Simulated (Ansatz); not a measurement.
Nb: biaxial strain +1.00 %, plane normal [001], relaxed out of plane

The parent structure is Nb in the bcc (W type) structure (space group Im-3m, No. 229; a = 3.304 Å; relaxed with 0.1 eV smearing). Axes: x, y, z lie along the cube axes.

Perturbation: biaxial strain +1.00 %, plane normal [001], relaxed out of plane (Cartesian); in-plane vectors clamped, the third vector and the atoms free.

The values are results of DFT with r2SCAN, PAW potentials and a 500 eV plane-wave cutoff in Ansatz (an electronic-structure program), no spin-orbit coupling, not measurements. k-mesh 28×28×28 (Γ-centred); smearing 0.1 eV (Fermi–Dirac).

| quantity | base | changed | shift |
|---|---|---|---|
| volume per atom | 18.04 Å³ | 18.20 Å³ | +0.16 Å³ |
| space group | Im-3m (No. 229) | I4/mmm (No. 139) | – |
| shortest interatomic distance | 2.862 Å | 2.870 Å | +0.0087 Å |
| energy relative to the base (free energy F) | 0 meV/atom | +2.6 meV/atom | +2.6 meV/atom |
| band gap | zero | zero | – |
| out-of-plane strain | – | -1.11 % | – |
| ratio −ε⊥/ε∥ | – | 1.11 | – |
| mean in-plane stress (compression positive) | – | -2.2 GPa | – |

Stability against distortions was not tested. All final runs are without spin polarisation.
